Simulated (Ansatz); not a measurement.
Reference: monolayer HfS₂, PBE, rigid bands (plane waves, PAW, scalar-relativistic; Ansatz, an electronic-structure program); axes and stresses refer to this cell.

```
HfS2
1.0
    3.65218     0.00000     0.00000
   -1.82609     3.16288     0.00000
    0.00000     0.00000    18.93792
Hf S
1 2
Direct
  0.00000   0.00000   0.50000
  0.33333   0.66667   0.57638
  0.66667   0.33333   0.42362
```

The hole conductivity mass is 0.34 mₑ and the band gap is 1.31 eV. The electron conductivity mass is 0.45 mₑ.

### Question
Change: biaxial strain +3 %. What happens to hole conductivity mass, band gap, electron conductivity mass?

### Answer
hole conductivity mass increases to 0.38 mₑ; band gap rises to 1.64 eV; electron conductivity mass grows to 0.53 mₑ.

### Question
Change: biaxial strain +5 %. What happens to hole conductivity mass, band gap, electron conductivity mass?

### Answer
hole conductivity mass grows to 1.20 mₑ; band gap grows to 1.80 eV; electron conductivity mass rises to 0.59 mₑ.

### Question
Change: biaxial strain -1 %. What happens to hole conductivity mass, band gap, electron conductivity mass?

### Answer
hole conductivity mass moves little, to 0.33 mₑ; band gap falls to 1.19 eV; electron conductivity mass falls to 0.42 mₑ.

Masses are for dilute carriers at 300 K, harmonic means over directions unless an axis is named. Spin-orbit coupling is left out unless a row names it. The structure type is held under load, also where the real crystal would transform.

Model free-standing layer, not matched to a measured one here: monolayer HfS2.
